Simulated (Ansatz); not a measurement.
A self-consistent single point of KCrF3 (P4mm, 5 atoms in the cell) with Ansatz (a quantum-chemistry and plane-wave program)

Method: LDA (PW92)+U, default PAW files made with PBE (plane waves; Ansatz).

Input:

Ansatz 0.2 input:
```yaml
# KCrF3
crystal:
  lattice:
    - [4.10589100, 0.00000000, 0.00000000]
    - [0.00000000, 4.10589100, 0.00000000]
    - [0.00000000, 0.00000000, 4.61444200]
  atoms:
    - { symbol: K, position: [0.50000000, 0.50000000, 0.51083600] }
    - { symbol: Cr, position: [0.00000000, 0.00000000, 0.00000000], spin: 3.0 }
    - { symbol: F, position: [0.00000000, 0.00000000, 0.50000000] }
    - { symbol: F, position: [0.00000000, 0.50000000, 0.00000000] }
    - { symbol: F, position: [0.50000000, 0.00000000, 0.00000000] }
basis:
  ecutwfc: 30.9 Ry
kpoints:
  mp_grid: { grid: [5, 5, 5] }
hamiltonian:
  xc: lda
  pseudopotentials: { kind: paw }
  hubbard:
    sites:
      - { species: Cr, l: d, u_eff: 3.7 }
    projectors: ortho-atomic
magnetization:
  spin_polarized: true
scf:
  occupations: { method: fermi_dirac, width: 0.0007 Ry }
output:
  forces: true
  eigenvalues: true
  stress: true
```

Output (repeated stretches shortened):

```
WARN ansatz: RAYON_NUM_THREADS=1 ignored (pool sized by the plan → 1); use --threads N
Pseudopotentials: kind: paw
Pseudopotential: K, paw, valence charge 9
Pseudopotential: Cr, paw, valence charge 14
Pseudopotential: F, paw, valence charge 7
Crystal: 5 atoms, lattice volume = 77.792 Å³
Basis set: ecut = 420.4159175005146 eV, 1519 PW (Γ)
Bands: 29, of which v1, the nominal top of the filled ones, is band 22 counted from 1 (21 counted from 0)
Symmetry: 8 space group operations
Space group: P4mm (ITA 99), of the structure as read, at distance tolerance 4.3e-5 Å
Magnetic group: BNS 99.163 (UNI 823), of the structure as read, at distance tolerance 4.3e-5 Å
k-points: 18 of 125 (time reversal used)
PAW frozen core: K, regenerated for the run's functional, and the local potential with it
PAW frozen core: Cr, regenerated for the run's functional, and the local potential with it
PAW frozen core: F, regenerated for the run's functional, and the local potential with it
Initial density: superposition of atomic densities (chi_scale 0.1, normalization cell, long waves kept (reshape's long-wave potential 0.01 eV rms))
Starting moments: Σ|m| = 3 μB on 1 of 5 sites
Initial wavefunctions: pseudopotential atomic-orbital guess
Eigensolver: davidson
Functional: x = slater, c = lda
SCF iter   1: F=—  HF=-7208.950234 eV  |F-HF|=—  |Δ(HF+E_count)|=         —  Δρ=1.44e-1 (↑1.44e-1 ↓1.03e-1)  dr2=3.89e1  dr2_m=1.13e0  M=4.000 μB ∫|m|=4.261 μB  β_m=1.00  ethr=3.10e-3  ⟨swp⟩=6.6  Hψ=4499  notcnv=0
all-band conjugate gradients solve this SCF's bands
preconditioner: auto → Resta (q_TF=auto, 2.481 Å⁻¹)
spin=Collinear: Resta preconditioning applied to the charge; magnetization (m = ρ↑ − ρ↓) channel mixes plain (no charge-response kernel on spin).
SCF iter   2: F=—  HF=-7202.012602 eV  |F-HF|=—  |Δ(HF+E_count)|=    6.94e0  Δρ=2.48e-2 (↑2.48e-2 ↓1.89e-2)  dr2=1.47e0  dr2_m=7.48e-2  M=4.000 μB ∫|m|=4.139 μB  β_m=1.00  ethr=3.10e-3  ⟨swp⟩=3.7  Hψ=2665  notcnv=0  defer=51
preconditioner: auto → Kerker (q_TF=auto, 2.481 Å⁻¹)
   [... lines left out ...]
SCF iter  12: F=—  HF=-7202.653919 eV  |F-HF|=—  |Δ(HF+E_count)|=   1.42e-6  Δρ=5.73e-5 (↑5.73e-5 ↓5.69e-5)  dr2=1.25e-5  dr2_m=7.38e-8  M=4.000 μB ∫|m|=4.053 μB  β_m=0.94  ethr=9.33e-8  ⟨swp⟩=2.0  Hψ=1612  notcnv=0  defer=55
SCF iter  13: F=—  HF=-7202.653918 eV  |F-HF|=—  |Δ(HF+E_count)|=   1.06e-6  Δρ=2.39e-5 (↑2.39e-5 ↓1.78e-5)  dr2=2.37e-6  dr2_m=5.06e-8  M=4.000 μB ∫|m|=4.053 μB  β_m=0.97  ethr=2.83e-8  ⟨swp⟩=2.0  Hψ=1279  notcnv=0  defer=55
SCF iter  14: F=—  HF=-7202.653918 eV  |F-HF|=—  |Δ(HF+E_count)|=   1.45e-7  Δρ=2.43e-5 (↑2.43e-5 ↓8.62e-6)  dr2=6.38e-7  dr2_m=7.00e-8  M=4.000 μB ∫|m|=4.053 μB  β_m=0.91  ethr=5.38e-9  ⟨swp⟩=2.2  Hψ=1650  notcnv=0  defer=55
SCF iter  15: F=-7202.653918 eV  HF=-7202.653918 eV  |F-HF|=4.53e-8  |Δ(HF+E_count)|=   1.71e-7  Δρ=4.98e-6 (↑4.98e-6 ↓3.09e-6)  dr2=7.13e-8  dr2_m=3.56e-9  M=4.000 μB ∫|m|=4.053 μB  ethr=2.27e-10  ⟨swp⟩=9.0  Hψ=4911  notcnv=0
SCF 1 converged in 15 iterations: F = -7202.653918 eV  dr2 = 7.13e-8
Crystal: 5 atoms, lattice volume = 77.792 Å³
Symmetry: 4 space group operations
k-points: 27 of 125 (time reversal used)
Initial density: read from a saved state, or passed on in memory by an earlier SCF of this step, an earlier step, the calling program or the single point that …
Starting moments: Σ|m| = 3 μB on 1 of 5 sites; this step starts from the density that it was given
Initial wavefunctions: those read from a saved state, or passed on in memory by an earlier step or the calling program
iter 1 solved again at ethr=1.62e-10 eV; its pass at ethr=2.27e-6 eV (dr2=7.12e-8 eV) is discarded
SCF iter   1: F=—  HF=-7202.653918 eV  |F-HF|=—  |Δ(HF+E_count)|=         —  Δρ=4.99e-6 (↑4.99e-6 ↓3.09e-6)  dr2=7.12e-8  dr2_m=3.56e-9  M=4.000 μB ∫|m|=4.053 μB  ethr=1.62e-10  ⟨swp⟩=1.0  Hψ=7831  notcnv=0
preconditioner: auto → Resta (q_TF=auto, 2.481 Å⁻¹)
spin=Collinear: Resta preconditioning applied to the charge; magnetization (m = ρ↑ − ρ↓) channel mixes plain (no charge-response kernel on spin).
SCF iter   2: F=—  HF=-7202.653918 eV  |F-HF|=—  |Δ(HF+E_count)|=   1.87e-8  Δρ=1.39e-5 (↑1.39e-5 ↓7.20e-6)  dr2=1.47e-7  dr2_m=2.33e-8  M=4.000 μB ∫|m|=4.053 μB  ethr=2.27e-6  ⟨swp⟩=1.0  Hψ=5383  notcnv=0
SCF iter   3: F=-7202.653918 eV  HF=-7202.653918 eV  |F-HF|=1.83e-9  |Δ(HF+E_count)|=   6.77e-9  Δρ=1.30e-6 (↑1.30e-6 ↓1.11e-6)  dr2=2.43e-9  dr2_m=1.52e-10  M=4.000 μB ∫|m|=4.053 μB  ethr=2.27e-10  ⟨swp⟩=1.0  Hψ=3348  notcnv=0
an SCF along what the orbitals of the run's state read of its open shells (or to have them read …
SCF converged after 15 iterations
Magnetization: 4.0000 μB (24.0000 up, 20.0000 down)
Absolute magnetization: 4.0580 μB (∫|ρ↑−ρ↓|, with the PAW one-centre terms)
   [... lines left out ...]
Free energy (F): -7202.653918 eV
Fermi energy:    6.277820 eV
   [... lines left out ...]
       -8.298150       0.000000      -0.000000
        0.000000      -8.298150       0.000000
       -0.000000       0.000000      -5.793858
  P = ⅓ Tr σ = -7.4634 GPa (-74.634 kbar)
  The stress holds the Pulay correction. Without it, at fixed plane waves, as pw.x and ABINIT print it: P = -8.1398 GPa
--- Band table (eV; the first three rows and the last of 36) ---
  k-point 0 ↑: bands = ["-66.2049", "-38.1380", "-38.1380", "-37.4459", "-23.7880", "-18.0462", "-17.5929", "-16.5047", "-7.5214", "-7.4240", "-7.4240", "-0.6631", "-0.6631", "-0.1106", "0.8446", "0.9643", "0.9643", "1.5807", "1.8548", "1.8548", [...]
  k-point 1 ↑: bands = ["-66.2050", "-38.1380", "-38.1380", "-37.4465", "-23.7862", "-18.0503", "-17.5930", "-16.4798", "-7.5128", "-7.4213", "-7.4213", "-0.6581", "-0.6581", "-0.1362", "0.8153", "0.9533", "0.9533", "1.0120", "1.6368", "1.6368", [...]
  k-point 2 ↑: bands = ["-66.2052", "-38.1380", "-38.1380", "-37.4473", "-23.7831", "-18.0569", "-17.5932", "-16.4359", "-7.4988", "-7.4167", "-7.4167", "-0.6494", "-0.6494", "-0.1148", "0.2799", "0.7687", "0.9376", "0.9376", "1.3763", "1.3763", [...]
  k-point 17 ↓: bands = ["-62.5044", "-34.7678", "-34.7677", "-33.3776", "-23.7605", "-17.6446", "-17.6055", "-16.3343", "-7.5401", "-7.5280", "-7.5175", "-1.5796", "-0.5811", "-0.1863", "0.3586", "0.4235", "1.0753", "1.4270", "1.9525", "2.0010", [...]
Occupation matrices written to occupation_matrices
```

The run converged in 18 iterations.

The starting cell comes from a database of computed structures (which also holds hypothetical and non-ambient phases and stackings), without a prior relaxation at this level. Its lattice was rescaled by up to half a per cent. One atom was moved a little off its site on purpose. With one magnetic atom in the cell only a parallel order is possible. With U or open f shells several self-consistent states can exist. With a pressure of about -7 GPa the cell is away from its equilibrium volume at this level. Ansatz's pressure includes its estimate of the finite-basis (Pulay) stress. Without the estimate this run gives -8.14 GPa.

These are the values that this program gave, and no reference: magnets with a U can end in a higher state.
